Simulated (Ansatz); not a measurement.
**ZrSe2: response to strain**

Start from ZrSe$_{2}$ in the CdI2 type structure (space group P-3m1, No. 164; a = 3.7351 Å, c = 6.0315 Å; layered, stacked along the Cartesian z axis). Axes: x lies along a and z along c of the hexagonal cell.

Strains are applied to the cell and any free atomic positions relax.

All numbers come from Ansatz (a first-principles code), PBE-D3(BJ), PAW, cutoff 420 eV, no spin-orbit coupling.

Notes on the quantities. pressure: mean of the normal stresses, compression positive; energy relative to the base: free energy F.

```json
[
 {"change": "base", "pressure": "0.0 GPa", "largest internal atomic displacement": "–", "energy relative to the base": "0 meV/atom"},
 {"change": "uniaxial strain ε_zz = −3.00 %", "pressure": "0.9 GPa", "largest internal atomic displacement": "0.037 Å", "energy relative to the base": "+4.0 meV/atom"},
 {"change": "uniaxial strain ε_zz = −2.50 %", "pressure": "0.7 GPa", "largest internal atomic displacement": "0.032 Å", "energy relative to the base": "+2.7 meV/atom"},
 {"change": "uniaxial strain ε_zz = −2.00 %", "pressure": "0.5 GPa", "largest internal atomic displacement": "0.026 Å", "energy relative to the base": "+1.7 meV/atom"},
 {"change": "uniaxial strain ε_zz = −0.50 %", "pressure": "0.1 GPa", "largest internal atomic displacement": "–", "energy relative to the base": "+0.1 meV/atom"},
 {"change": "uniaxial strain ε_zz = +0.50 %", "pressure": "-0.1 GPa", "largest internal atomic displacement": "–", "energy relative to the base": "+0.1 meV/atom"},
 {"change": "uniaxial strain ε_zz = +1.00 %", "pressure": "-0.2 GPa", "largest internal atomic displacement": "0.013 Å", "energy relative to the base": "+0.3 meV/atom"},
 {"change": "uniaxial strain ε_zz = +1.50 %", "pressure": "-0.3 GPa", "largest internal atomic displacement": "0.020 Å", "energy relative to the base": "+0.8 meV/atom"},
 {"change": "uniaxial strain ε_zz = +2.00 %", "pressure": "-0.3 GPa", "largest internal atomic displacement": "0.028 Å", "energy relative to the base": "+1.3 meV/atom"},
 {"change": "uniaxial strain ε_zz = +2.50 %", "pressure": "-0.4 GPa", "largest internal atomic displacement": "0.034 Å", "energy relative to the base": "+2.0 meV/atom"}
]
```

Stability against distortions was not tested. The final runs are not spin-polarised.
